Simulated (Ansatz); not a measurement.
# Element substitutions in Ti2CdC

The parent structure is Ti₂CdC (space group P6_3/mmc, No. 194; a cell from a computed database, its experimental status unchecked).

```
CELL_PARAMETERS angstrom
      3.06243     0.00000     0.00000
     -1.53121     2.65214     0.00000
      0.00000     0.00000    14.32742
ATOMIC_POSITIONS crystal
  Ti 0.66667 0.33333 0.57830
  Ti 0.33333 0.66667 0.42170
  Ti 0.33333 0.66667 0.07830
  Ti 0.66667 0.33333 0.92170
  Cd 0.66667 0.33333 0.25000
  Cd 0.33333 0.66667 0.75000
  C  0.00000 0.00000 0.50000
  C  0.00000 0.00000 0.00000
```

Each row replaces one element on all its sites; cell and atoms are relaxed.

Level of theory: plane-wave PAW DFT at the PBEsol level (Ansatz, a program for electronic structure, 420 eV), no spin-orbit coupling.

| change | shortest interatomic distance | c/a ratio | density |
|---|---|---|---|
| base | 2.094 Å | 4.678 | 6.28 g/cm³ |
| C → Si | 2.446 Å | 4.406 | 5.40 g/cm³ |
| Ti → Re | ___ | ___ | ___ |
| C → Ge | 2.490 Å | 4.311 | 6.24 g/cm³ |

Question: Complete the table.

Answer: 
- Ti → Re, shortest interatomic distance: 2.106 Å
- Ti → Re, c/a ratio: 5.225
- Ti → Re, density: 15.49 g/cm³

No phonon test of stability was made. As relaxed here, Ti2CdSi, CdRe2C and Ti2CdGe are hypothetical phases, not in the database extracts checked. The final runs are not spin-polarised. Ti2CdSi and Ti2CdGe have a high density of states at the Fermi level and may be magnetic at this level.
